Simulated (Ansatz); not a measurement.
The reference is BeSe in the zinc blende structure (space group F-43m, No. 216; a = 5.1289 Å).

The values are results of PBEsol/PAW in Ansatz (a program for electronic structure), spin-orbit coupling left out, not measurements.

For the base:

| Property | Result |
|---|---|
| Smallest direct gap | 4.28 eV |
| Gap character | indirect, Γ → X |

One thing is altered: the cell is scaled by 1.0200 in all directions, atoms relaxed at fixed cell.

### Question
Estimate the effect on the smallest direct gap.

### Answer
The smallest direct gap decreases by 0.42 eV to 3.86 eV.

### Question
What does the calculation give for the gap character after the change?

### Answer
The gap character remains indirect, Γ → X.

The cells carry an imposed strain or load. Stability against distortions was not tested.
